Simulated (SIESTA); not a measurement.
# Input and output of a self-consistent single point for HfO2 (Pca2_1, 12 atoms in the cell) (SIESTA)

Method of the run: GGA PBE, numerical atomic orbitals DZP, PseudoDojo PBE standard norm-conserving potentials (rewritten from UPF to PSML) run with SIESTA.

The input file:

```
# files in the folder: Hf.psml O.psml (PseudoDojo PBE standard)
SystemName  HfO2
SystemLabel hfo2

NumberOfAtoms                12
NumberOfSpecies              2
%block ChemicalSpeciesLabel
  1 72 Hf
  2 8 O
%endblock ChemicalSpeciesLabel
LatticeConstant              1.0 Ang
%block LatticeVectors
     5.282918000    0.000000000    0.000000000
     0.000000000    5.090081000    0.000000000
     0.000000000    0.000000000    5.099121000
%endblock LatticeVectors
AtomicCoordinatesFormat      Ang
%block AtomicCoordinatesAndAtomicSpecies
     0.158487540    1.359051627    1.274780250  1
     5.124430460    3.731029373    3.824340750  1
     2.799946540    3.731029373    1.274780250  1
     2.482971460    1.359051627    3.824340750  1
     1.907133398    0.346125508    0.540506826  2
     3.375784602    4.743955492    3.090067326  2
     4.548592398    4.743955492    0.540506826  2
     0.734325602    0.346125508    3.090067326  2
     1.209788222    2.733373497    0.000000000  2
     4.073129778    2.356707503    2.549560500  2
     3.851247222    2.356707503    0.000000000  2
     1.431670778    2.733373497    2.549560500  2
%endblock AtomicCoordinatesAndAtomicSpecies

XC.functional                GGA
XC.authors                   PBE
PAO.BasisSize                DZP
PAO.EnergyShift              0.005 Ry
MeshCutoff                   400 Ry
%block kgrid.MonkhorstPack
    3   0   0  0.0
    0   3   0  0.0
    0   0   3  0.0
%endblock kgrid.MonkhorstPack
OccupationFunction           FD
ElectronicTemperature        50.0 meV

MaxSCFIterations             150
SCF.Mixer.Method             Pulay
SCF.Mixer.Weight             0.25
SCF.Mixer.History            6
SCF.DM.Tolerance             1.0E-05
Diag.ParallelOverK           true
WriteForces                  true
```

Output, abridged:

```
reinit: Reading from file input.fdf

reinit: System Name: HfO2
reinit: System Label: hfo2

coor:   Atomic-coordinates input format  =     Cartesian coordinates
coor:                                          (in Angstroms)

siesta: Atomic coordinates (Bohr) and species
siesta:      0.29950   2.56824   2.40899  1        1
siesta:      9.68377   7.05062   7.22696  1        2
siesta:      5.29113   7.05062   2.40899  1        3
siesta:      4.69214   2.56824   7.22696  1        4
siesta:      3.60396   0.65408   1.02141  2        5
siesta:      6.37931   8.96478   5.83938  2        6
siesta:      8.59559   8.96478   1.02141  2        7
siesta:      1.38767   0.65408   5.83938  2        8
siesta:      2.28617   5.16533   0.00000  2        9
siesta:      7.69710   4.45353   4.81797  2       10
siesta:      7.27780   4.45353   0.00000  2       11
siesta:      2.70547   5.16533   4.81797  2       12

siesta: System type = bulk

initatomlists: Number of atoms, orbitals, and projectors:     12   180   232

siesta: ******************** Simulation parameters ****************************
redata: Spin configuration                          = none
redata: Time-Reversal Symmetry                      = T
redata: Number of Atomic Species                    =        2
redata: Mesh Cutoff                                 =   400.0000 Ry
redata: Net charge of the system                    =     0.0000 |e|
redata: Min. number of SCF Iter                     =        0
redata: Max. number of SCF Iter                     =      150
redata: SCF convergence failure will abort job
redata: SCF mix quantity                            = Hamiltonian
redata: Mix DM or H after convergence               =   F
redata: Recompute H after scf cycle                 =   F
redata: Mix DM in first SCF step                    =   T
redata: No kicks to SCF
redata: DM Mixing Weight for Kicks                  =     0.5000
   [... lines left out ...]
diag: Parallel distribution                         =     1 x     1
diag: Used triangular part                          = Lower
diag: Absolute tolerance                            =  0.100E-15
diag: Orthogonalization factor                      =  0.100E-05
diag: Memory factor                                 =  1.0000

superc: Internal auxiliary supercell:     5 x     5 x     5  =     125
superc: Number of atoms, orbitals, and projectors:   1500  22500  29000

                        Single-point calculation

superc: Internal auxiliary supercell:     5 x     5 x     5  =     125
superc: Number of atoms, orbitals, and projectors:   1500  22500  29000

outcell: Unit cell vectors (Ang):
        5.282918    0.000000    0.000000
        0.000000    5.090081    0.000000
        0.000000    0.000000    5.099121

outcell: Cell vector modules (Ang)   :    5.282918    5.090081    5.099121
outcell: Cell angles (23,13,12) (deg):     90.0000     90.0000     90.0000
outcell: Cell volume (Ang**3)        :    137.1178
new_DM -- step:     1
Initializing Density Matrix...

Attempting to read DM from file... Failed...
DM filled with atomic data:

InitMesh: MESH = 64 x 64 x 64 = 262144
InitMesh: Mesh cutoff (required, used) =   400.000   405.615 Ry

stepf: Fermi-Dirac step function
        iscf     Eharris(eV)        E_KS(eV)     FreeEng(eV)     dDmax    Ef(eV) dHmax(eV)
   scf:    1    -9671.464267    -9731.861270    -9731.861270  1.643606 -5.472305 11.079050
   scf:    2    -9773.259225    -9757.080087    -9757.080087  0.232451 -4.259262  3.596840
   scf:    3    -9760.269712    -9759.750444    -9759.750444  0.157248 -3.826071  0.711912
   scf:    4    -9759.638468    -9759.771188    -9759.771188  0.059712 -4.090572  0.623869
   scf:    5    -9759.791221    -9759.781316    -9759.781316  0.001800 -4.102463  0.584340
   scf:    6    -9759.794280    -9759.840405    -9759.840405  0.040932 -4.377478  0.264305
   scf:    7    -9759.862776    -9759.854604    -9759.854604  0.009554 -4.313910  0.057260
   scf:    8    -9759.855719    -9759.855261    -9759.855261  0.001579 -4.304445  0.039312
   scf:    9    -9759.855585    -9759.855459    -9759.855459  0.001009 -4.297328  0.011640
   scf:   10    -9759.855489    -9759.855481    -9759.855481  0.000496 -4.293953  0.000133
   scf:   11    -9759.855481    -9759.855481    -9759.855481  0.000022 -4.293913  0.000127
   scf:   12    -9759.855481    -9759.855481    -9759.855481  0.000013 -4.293956  0.000054
   scf:   13    -9759.855481    -9759.855481    -9759.855481  0.000004 -4.293986  0.000023
SCF Convergence by DM+H criterion
max |DM_out - DM_in|         :     0.0000035948
max |H_out - H_in|      (eV) :     0.0000229301
SCF cycle converged after 13 iterations

Using DM_out to compute the final energy and forces

siesta: E_KS(eV) =            -9759.8555

siesta: E_KS - E_eggbox =     -9759.8555

siesta: Atomic forces (eV/Ang):
     1    0.080211   -0.276178   -0.079480
     2   -0.080211    0.276178   -0.079480
     3    0.080211    0.276178   -0.079480
     4   -0.080211   -0.276178   -0.079480
     5    0.153156   -0.055900   -0.011870
     6   -0.153156    0.055900   -0.011870
     7    0.153156    0.055900   -0.011870
     8   -0.153156   -0.055900   -0.011870
     9    0.120772   -0.025361    0.092734
    10   -0.120772    0.025361    0.092734
    11    0.120772    0.025361    0.092734
    12   -0.120772   -0.025361    0.092734
   Tot    0.000000   -0.000000    0.005538
   Max    0.276178
   Res    0.124533    sqrt( Sum f_i^2 / 3N )
   Max    0.276178    constrained

Stress tensor Voigt[x,y,z,yz,xz,xy] (kbar):      -20.42       -6.18      -19.04        0.00        0.00        0.00
(Free)E + p*V (eV/cell)    -9758.5532
Target enthalpy (eV/cell)    -9759.8555

siesta: Program's energy decomposition (eV):
siesta: Ebs     =     -2208.715804
siesta: Eions   =     12836.763600
siesta: Ena     =      1779.422405
siesta: Ekin    =      3999.547744
siesta: Enl     =      -274.030499
siesta: Eso     =         0.000000
siesta: Edftu   =         0.000000
siesta: DEna    =        31.906377
siesta: DUscf   =         8.328962
siesta: DUext   =         0.000000
siesta: Ex      =     -2305.877963
siesta: Ec      =      -162.388907
siesta: Exc     =     -2468.266870
siesta: Eharris =     -9759.855481
siesta: Etot    =     -9759.855481
siesta: FreeEng =     -9759.855481

siesta: Atomic forces (eV/Ang):
siesta:      1    0.080211   -0.276178   -0.079480
siesta:      2   -0.080211    0.276178   -0.079480
siesta:      3    0.080211    0.276178   -0.079480
siesta:      4   -0.080211   -0.276178   -0.079480
siesta:      5    0.153156   -0.055900   -0.011870
siesta:      6   -0.153156    0.055900   -0.011870
siesta:      7    0.153156    0.055900   -0.011870
siesta:      8   -0.153156   -0.055900   -0.011870
siesta:      9    0.120772   -0.025361    0.092734
siesta:     10   -0.120772    0.025361    0.092734
siesta:     11    0.120772    0.025361    0.092734
siesta:     12   -0.120772   -0.025361    0.092734
siesta: ----------------------------------------
siesta:    Tot    0.000000   -0.000000    0.005538

siesta: Stress tensor (static) (eV/Ang**3):
siesta:    -0.012748    0.000000    0.000000
siesta:     0.000000   -0.003859    0.000000
siesta:     0.000000    0.000000   -0.011885

siesta: Cell volume =        137.117814 Ang**3

siesta: Pressure (static):
siesta:                Solid            Molecule  Units
siesta:           0.00010344          0.00006952  Ry/Bohr**3
siesta:           0.00949756          0.00638293  eV/Ang**3
siesta:          15.21676744         10.22658925  kBar
```

The run converged in 13 iterations.

The starting cell was generated: these elements placed on a structure prototype, without a prior relaxation; it need not be a known phase or ordering of this composition. Its lattice was rescaled by a random factor within 2.5 % of one. Values carry the incompleteness of an atom-centred basis.

Cost on one core of a shared machine: roughly 2 min.
